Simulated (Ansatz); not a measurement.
Metal contacts to C-dia

Periodic stacks without vacuum, cut from bulk faces, the film strained to the host, the lowest start of each (left out: tilted potentials, unlike interfaces, a Fermi level in a band); PBE edges.

Computed with PBE (plane waves to 420 eV, PAW; Ansatz, a program for electronic structure). Spin–orbit coupling is left out.

```tsv
contact	faces of host and metal	film strain (%)	spacing (Å)	hole barrier (eV)	electron barrier (eV)
fcc Ni, ferromagnetic (1 1 1) on diamond (1 1 1)	C/C, Ni/Ni	+1.5	1.96	0.41	3.72
fcc Ni, ferromagnetic (0 0 1) on diamond (0 0 1)	C/C, Ni/Ni	+1.5	1.45	0.28	3.85
fcc Pd (0 0 1) on diamond (0 0 1)	C/C, Pd/Pd	+1.3	1.46	0.41	3.71
fcc Cu (1 1 0) on diamond (1 1 0)	C/C, Cu/Cu	-1.6	1.48	0.65	3.48
rock-salt TaN (0 0 1) on diamond (1 1 1)	C/C, NTa/NTa	-2.8	1.90	0.31	3.82
fcc Cu (1 1 1) on diamond (1 1 1)	C/C, Cu/Cu	-1.6	2.05	0.15	3.98
fcc Cu (0 0 1) on diamond (0 0 1)	C/C, Cu/Cu	-1.6	1.53	0.53	3.60
bcc W (1 1 0) on diamond (1 1 0)	C/C, W/W	-2.9	(withheld)	(withheld)	(withheld)
bcc W (1 1 1) on diamond (1 1 1)	C/C, W/W	-2.9	1.72	0.92	3.21
```

Problem. Some entries are withheld; supply them.

Solution. 
- bcc W (1 1 0) on diamond (1 1 0), hole barrier (eV): 0.45
- bcc W (1 1 0) on diamond (1 1 0), electron barrier (eV): 3.68
- bcc W (1 1 0) on diamond (1 1 0), spacing (Å): 1.80
